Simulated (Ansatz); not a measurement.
Start from Mo in the simple cubic structure (space group Pm-3m, No. 221; a = 2.601 Å; a hypothetical phase, not in the database extracts checked; relaxed with 0.1 eV smearing). Axes: x, y, z lie along the cube axes.

Calculations: Kohn–Sham DFT with the PBE functional, run in Ansatz (an electronic-structure program) with PAW and 420 eV plane waves, spin-orbit coupling left out.

A first run, uniaxial strain ε_yy = −1.88 %, gives secant values C11 ≈ 440 GPa and C12 ≈ 89 GPa from its stress. A second run applies isotropic strain +1.04 %.

### Question
What does linear elasticity predict for the bulk modulus −ΔP/(ΔV/V₀) in the second run, and what does the run give?

### Answer
Linear elasticity: (C11 + 2 C12)/3 = 210 GPa. The run gives 180 GPa; any difference comes from nonlinear terms at these strains and numerical noise.

No phonon test of stability was made. The final runs are not spin-polarised.
